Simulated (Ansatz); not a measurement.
Zn4Te3S (model structure, P-4m2, No. 115, 8 atoms in the cell) was calculated with PBEsol (Ansatz, a first-principles code, PAW).

Settings: plane-wave cutoff 520 eV, 8×8×4 k mesh (along the axes of the cell as run), Fermi–Dirac smearing 0.01 eV, scalar-relativistic PAW data made under PBE.

Cell (relaxed at this level):

Zn₄STe₃ is modelled in the tetragonal space group P-4m2 (No. 115), Pearson symbol tP8. Conventional cell: a = 4.1770 Å, b = 4.1770 Å, c = 11.7094 Å, α = 90.00°, β = 90.00°, γ = 90.00°. Zn1 on 2g is coordinated by 2 S at 2.403 Å and 2 Te at 2.604 Å (tetrahedral). S on 1a is coordinated by 4 Zn at 2.403 Å (tetrahedral). Te1 on 2f sees 4 Zn at 2.602–2.604 Å (tetrahedral). Zn2 on 2g is surrounded by 4 Te at 2.602–2.607 Å (tetrahedral). Te2 on 1d is coordinated by 4 Zn at 2.607 Å (tetrahedral). (Neighbours: up to the widest gap in distance over summed covalent radii, below 1.35, at either atom; cation-cation and far metal-metal contacts left out.)

Task: Predict the band gap.

Result: 
* **band gap**: 1.06 eV

Note: the relaxation could raise the start's symmetry but not lower it, so the cell can be a saddle point.

Spin–orbit coupling is not included.

The computed numbers hold no vibrational or temperature effects.

Cost on a shared machine: around 100 core-seconds (rough).

A model structure was made by putting elements into a prototype or built by hand; it is no filed structure, need not be a known phase, and can be a saddle point held by its symmetry.
